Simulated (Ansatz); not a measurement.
Checking a run of Ansatz (a quantum-chemistry and plane-wave program) on CaB6 (Pm-3m, 7 atoms in the cell). The aim is a self-consistent single point with DFT, PBE, plane waves, default PAW files.

The input file:

Ansatz 0.2 input:
```yaml
# CaB6
crystal:
  lattice:
    - [4.138440, 0.000000, 0.000000]
    - [0.000000, 4.138440, 0.000000]
    - [0.000000, 0.000000, 4.138440]
  atoms:
    - { symbol: Ca, position: [0.000000, 0.000000, 0.000000] }
    - { symbol: B, position: [0.201680, 0.500000, 0.500000] }
    - { symbol: B, position: [0.798320, 0.500000, 0.500000] }
    - { symbol: B, position: [0.500000, 0.201680, 0.500000] }
    - { symbol: B, position: [0.500000, 0.798320, 0.500000] }
    - { symbol: B, position: [0.500000, 0.500000, 0.201680] }
    - { symbol: B, position: [0.500000, 0.500000, 0.798320] }
basis:
  ecutwfc: 105.0
kpoints:
  mp_grid: { grid: [8, 8, 8] }
hamiltonian:
  xc: pbe
  pseudopotentials: { kind: paw }
scf:
  occupations: { method: gaussian, width: 0.1 }
output:
  forces: true
  eigenvalues: true
  stress: true
```

The program printed (abridged):

```
WARN basis.ecutwfc = 105 eV is below the records' recommended cutoff, and the density's cutoff is lower with it unless basis.ecutrho_ratio is high enough to …
WARN ansatz: RAYON_NUM_THREADS=1 ignored (pool sized by the plan → 1); use --threads N
Pseudopotentials: kind: paw
Pseudopotential: Ca, paw, valence charge 10
Pseudopotential: B, paw, valence charge 3
Crystal: 7 atoms, lattice volume = 70.878 Å³
Basis set: ecut = 105 eV, 171 PW (Γ), exchange–correlation on 30×30×30 points (8 copies of the dense FFT grid, shifted against one another)
Bands: 21, of which v1, the nominal top of the filled ones, is band 14 counted from 1 (13 counted from 0)
Symmetry: 48 space group operations
Space group: Pm-3m (ITA 221), of the structure as read, at distance tolerance 4.1e-5 Å
k-points: 35 of 512
Initial density: superposition of atomic densities (neutral atoms: chi_scale 0, normalization atom), corrected by the library's trained network
Initial wavefunctions: pseudopotential atomic-orbital guess
Eigensolver: davidson
Functional: x = pbe(κ = 0.804, μ = 0.2195149727645171), c = pbe(β = 0.06672455060314922)
SCF iter   1: F=—  HF=-2703.713734 eV  |F-HF|=—  |Δ(HF+E_count)|=         —  Δρ=1.68e-1  dr2=1.13e1  ethr=1.77e-3  ⟨swp⟩=7.1  Hψ=4070  notcnv=0  defer=1
all-band conjugate gradients solve this SCF's bands
preconditioner: auto → Kerker (q_TF=auto, 2.337 Å⁻¹)
SCF iter   2: F=—  HF=-2699.514287 eV  |F-HF|=—  |Δ(HF+E_count)|=    4.20e0  Δρ=9.46e-2  dr2=3.78e0  ethr=1.77e-3  ⟨swp⟩=2.0  Hψ=1675  notcnv=0  defer=75
   [... lines left out ...]
SCF iter   7: F=—  HF=-2697.242140 eV  |F-HF|=—  |Δ(HF+E_count)|=   1.90e-2  Δρ=1.03e-4  dr2=8.50e-6  ethr=1.88e-8  ⟨swp⟩=3.2  Hψ=1445  notcnv=0  defer=73
SCF iter   8: F=—  HF=-2697.242139 eV  |F-HF|=—  |Δ(HF+E_count)|=   1.01e-6  Δρ=7.85e-5  dr2=4.88e-6  ethr=1.88e-8  ⟨swp⟩=1.0  Hψ=673  notcnv=0  defer=73
SCF iter   9: F=-2697.242138 eV  HF=-2697.242138 eV  |F-HF|=2.67e-8  |Δ(HF+E_count)|=   1.14e-6  Δρ=6.26e-6  dr2=3.71e-8  ethr=3.57e-10  ⟨swp⟩=8.9  Hψ=3831  notcnv=0
SCF 1 converged in 9 iterations: F = -2697.242138 eV  dr2 = 3.71e-8
Free energy (F): -2697.242138 eV
Internal energy: -2697.240447 eV  (E = F + TS)
E sigma→0 (E₀):  -2697.241292 eV
Entropy (-TS):   -0.001691 eV (-0.242 meV/atom)
Fermi energy:    9.826054 eV
--- Forces (eV/Å), atoms counted from 1 ---
  atom   1  Ca    -0.00000000     0.00000000    -0.00000000
  atom   2  B     -1.68918462     0.00000000     0.00000000
  atom   3  B      1.68918462    -0.00000000     0.00000000
  atom   4  B     -0.00000000    -1.68918462     0.00000000
  atom   5  B      0.00000000     1.68918462    -0.00000000
  atom   6  B      0.00000000     0.00000000    -1.68918462
  atom   7  B      0.00000000    -0.00000000     1.68918462
--- Stress (GPa, compression-positive) ---
        6.151511       0.000000       0.000000
        0.000000       6.151511       0.000000
        0.000000       0.000000       6.151511
  P = ⅓ Tr σ = 6.1515 GPa (61.515 kbar)
  The stress holds the Pulay correction. Without it, at fixed plane waves, as pw.x and ABINIT print it: P = -210.6193 GPa
```

### Question
Is anything amiss in this input, and did it matter?

### Answer
The run is not sound. The fault is a basis or grid far too coarse for these potentials. The error of an incomplete plane-wave basis or grid does not cancel at such settings. To fix it, restore the cutoff that the potentials need and check convergence. The run converged in 9 iterations without an error; against the sound input the free energy goes up by 8.28 eV/atom, the pressure goes from 1.03 to 6.15 GPa and the largest force goes from 0.005 to 1.689 eV/Å. At a fixed set of plane waves, without the program's Pulay estimate, the pressure is -210.62 GPa against 0.77 GPa.

The sound input it was made from differs as follows (other fixes are possible):
```diff
-  ecutwfc: 105.0
+  ecutwfc: 420.0
```

With that input, the run converged in 6 iterations: free energy E − TS (on the zero of these files) -2755.2114 eV; pressure 1.03 GPa; largest force (vector length) 0.005 eV/Å (DFT, PBE, plane waves, default PAW files).

On the sound input: the starting cell comes from a database of computed structures (which also holds hypothetical and non-ambient phases and stackings), without a prior relaxation at this level. Ansatz's pressure includes its estimate of the finite-basis (Pulay) stress.
